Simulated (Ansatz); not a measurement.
Spacing of the highest filled and lowest empty level at the zone centre in eight small model glasses of hand-chosen composition and density, fast-quenched (anions pushed apart in CHGNet runs), each at its PBE geometry, by PBE and by r2SCAN (Ansatz, a first-principles code, plane waves, PAW). The cells are the first eight to finish that balance their formal charges, show no moments and no lower geometry on charging where those were tested, and have a gap at both levels; defect levels can set the spacings.

| cell | quench by | pressure (GPa) | levels at the gap | PBE (eV) | experiment, tabulated (eV) |
|---|---|---|---|---|---|
| Ta16O43Al2 | CHGNet | 0.0 | localised at the filled edge | 3.24 | - |
| Si15B15N35 | CHGNet | -3.5 | localised at the filled edge | 2.69 | - |
| Zr20O43Y2 | CHGNet | 0.0 | localised at the filled edge | 3.37 | - |
| Hf18O39Al2 | CHGNet | -1.1 | localised at the filled edge | 3.93 | - |
| Zr20O45Nb2 | CHGNet | -1.7 | localised at the filled edge | 2.98 | - |
| In24O38Zr | CHGNet | 0.7 | localised at the filled edge | 0.60 | - |
| Si24O47Cl2 | CHGNet | 0.0 | localised at the filled edge | 5.13 | - |
| In24O39W | CHGNet | 0.2 | localised at the filled edge | 0.39 | - |

### Question
What does r2SCAN give, and how does it move these values against PBE?

### Answer
Ta16O43Al2 3.63, Si15B15N35 3.08, Zr20O43Y2 3.82, Hf18O39Al2 4.40, Zr20O45Nb2 3.34, In24O38Zr 1.05, Si24O47Cl2 5.80, In24O39W 0.85 eV. It raises them by +0.36 to +0.67 eV, +0.45 eV on average. A straight line through the eight gives r2SCAN = 1.03 × PBE +0.38 eV, with a scatter of 0.08 eV.
